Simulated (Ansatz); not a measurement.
## TiO2, pressure series

The reference is TiO2 in the rutile structure (space group P4_2/mnm, No. 136).

```xyz
6
Lattice="4.5973 0.0000 0.0000 0.0000 4.5973 0.0000 0.0000 0.0000 2.9543" Properties=species:S:1:pos:R:3 pbc="T T T"
Ti     0.0000     0.0000     0.0000
Ti     2.2987     2.2987     1.4771
O      1.4004     1.4004     0.0000
O      3.6991     0.8983     1.4771
O      0.8983     3.6991     1.4771
O      3.1969     3.1969     0.0000
```

Cell and atoms are relaxed at each pressure.

Level of theory: Ansatz (a program for electronic structure), r2SCAN, PAW, cutoff 500 eV, no SOC, earlier PAW set.

```
pressure (GPa)  volume per atom (Å³/atom)
--------------  -------------------------
-2                                 10.500
-1                                 10.453
0                                  10.407
0.3                                10.393
0.7                                10.375
1.5                                10.340
3                                  10.276
5                                       ?
7.5                                10.097
```

**Question.** Fit the third-order Birch–Murnaghan form P(V) = (3B₀/2)[(V₀/V)^(7/3) − (V₀/V)^(5/3)]·[1 + (3/4)(B₀′ − 4)((V₀/V)^(2/3) − 1)] (squares taken in P) to the rows shown and predict the withheld row.

**Answer.** Least squares on the printed values gives V₀ = 10.407 Å³/atom, B₀ = 229 GPa, B₀′ = 5.3; this predicts 10.194 Å³/atom, and the run gives 10.194 Å³/atom, in agreement.

Load acts through the strain it causes; cell and atoms are relaxed under it. No phonon test of stability was made. No other phases were tried under pressure. All final runs are without spin polarisation.
